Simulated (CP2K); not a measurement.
Worked example: self-consistent single point of Ti₃O₄ (P1, 7 atoms in the cell) in CP2K.

Computed with CP2K with PBEsol, GPW, DZVP-MOLOPT-SR-GTH basis, GTH-PBE potentials (GTH_POTENTIALS).

The change in words: atoms moved at random. Reference geometry:
```xyz
7
Lattice="5.1178 0.0000 0.0000 -1.6410 4.8476 0.0000 0.0000 0.0000 3.0787" Properties=species:S:1:pos:R:3 pbc="T T T"
Ti     0.0000     0.0000     1.5393
Ti     2.5589     0.0000     0.0000
Ti    -0.8205     2.4238     0.0000
O      2.6597     3.7084     0.0000
O      0.8170     1.1392     0.0000
O      0.0969     3.6011     1.5393
O      3.3799     1.2465     1.5393
```

Reference input (self-consistent single point, DFT PBEsol, GPW, DZVP-MOLOPT-SR-GTH basis, GTH-PBE potentials (GTH_POTENTIALS)): CUTOFF = 600 Ry; REL_CUTOFF = 50 Ry; SMEAR/METHOD = FERMI_DIRAC; ELECTRONIC_TEMPERATURE = 1160.45 K; KPOINTS/SCHEME = MONKHORST-PACK 5 5 8; GAMMA_CENTERED = T; XC_FUNCTIONAL = PBE:PBESOL; Ti/BASIS_SET = DZVP-MOLOPT-SR-GTH-q12; Ti/POTENTIAL = GTH-PBE-q12; O/BASIS_SET = DZVP-MOLOPT-SR-GTH-q6; O/POTENTIAL = GTH-PBE-q6; METHOD = GPW. This run's input differs from it in these lines:

```diff
@@ -73,9 +73,9 @@
     &COORD
-      Ti       0.00000000     0.00000000     1.53933650
-      Ti       2.55888550     0.00000000     0.00000000
-      Ti      -0.82049300     2.42377550     0.00000000
-      O        2.65974053     3.70837652     0.00000000
-      O        0.81704448     1.13917449     0.00000000
-      O        0.09689319     3.60110021     1.53933650
-      O        3.37989181     1.24645079     1.53933650
+      Ti       0.05341017     0.01791170     1.51342331
+      Ti       2.57523923    -0.05623159     0.00118221
+      Ti      -0.83132110     2.43990330    -0.04987450
+      O        2.59134457     3.67562161     0.04987142
+      O        0.88580529     1.10747635    -0.01516862
+      O        0.05937838     3.65179590     1.59000530
+      O        3.35810085     1.28240023     1.52856730
     &END COORD
```

Output, abridged:

```
 SCF WAVEFUNCTION OPTIMIZATION

  Step     Update method      Time    Convergence         Total energy    Change
     1 NoMix/Diag. 0.20E+00      -     2.01006635      -239.5462164490 -2.40E+02
     2 Broy./Diag. 0.20E+00      -     0.10477505      -236.6724297914  2.87E+00
     3 Broy./Diag. 0.20E+00      -     0.19633832      -238.1151412552 -1.44E+00
     4 Broy./Diag. 0.20E+00      -     0.03260021      -239.0950572371 -9.80E-01
     5 Broy./Diag. 0.20E+00      -     0.03843439      -238.7267829476  3.68E-01
     6 Broy./Diag. 0.20E+00      -     0.01428324      -238.5993679748  1.27E-01
   [... 12 lines left out ...]
    19 Broy./Diag. 0.20E+00      -     0.00001226      -238.6523365248 -7.96E-05
    20 Broy./Diag. 0.20E+00      -     0.00000109      -238.6524210300 -8.45E-05
    21 Broy./Diag. 0.20E+00      -     0.00000236      -238.6523996132  2.14E-05
    22 Broy./Diag. 0.20E+00      -     0.00000057      -238.6524141400 -1.45E-05
  *** SCF run converged in    22 steps ***

  Overlap energy of the core charge distribution:               0.00000000000000
  Self energy of the core charge distribution:               -486.80206527998331
  Core Hamiltonian energy:                                    128.24732125884654
  Hartree energy:                                             155.49161890624859
  Exchange-correlation energy:                                -35.58501019517682
  Electronic entropic energy:                                  -0.00427882838935
  Fermi energy:                                                 0.39977725754908

  Total energy:                                              -238.65241414003202
  Total energy (extrapolated to T->0):                       -238.65027472583736

   [... lines left out ...]

 STRESS| Analytical stress tensor [bar]
 STRESS|                        x                   y                   z
 STRESS|      x       -1.57748215508E+05   1.34469881666E+03   6.54718533169E+03
 STRESS|      y        1.34469881666E+03  -1.59410161350E+05   2.87966571336E+03
 STRESS|      z        6.54718533169E+03   2.87966571336E+03  -1.75422153287E+05
 STRESS| 1/3 Trace                                            -1.64193510048E+05
```

The run converged in 22 iterations. Against the reference run the free energy goes up by 30.8 meV/atom, the pressure goes from -16.69 to -16.42 GPa and the largest force goes from 0.506 to 1.346 eV/Å.

The starting cell comes from a database of computed structures (which also holds hypothetical and non-ambient phases and stackings), without a prior relaxation at this level. Its lattice was rescaled by a random factor within 2.5 % of one. For this run, on top of that: atoms moved at random. Spin polarisation is off, so a magnetic state, if there is one, cannot be reached. Values carry the incompleteness of an atom-centred basis. The potentials were made for another functional than the one used. With a pressure of about -16 GPa the cell is away from its equilibrium volume at this level. Forces in this geometry exceed 1 eV/Å.

Cost on one core of a shared machine: roughly 90 s.
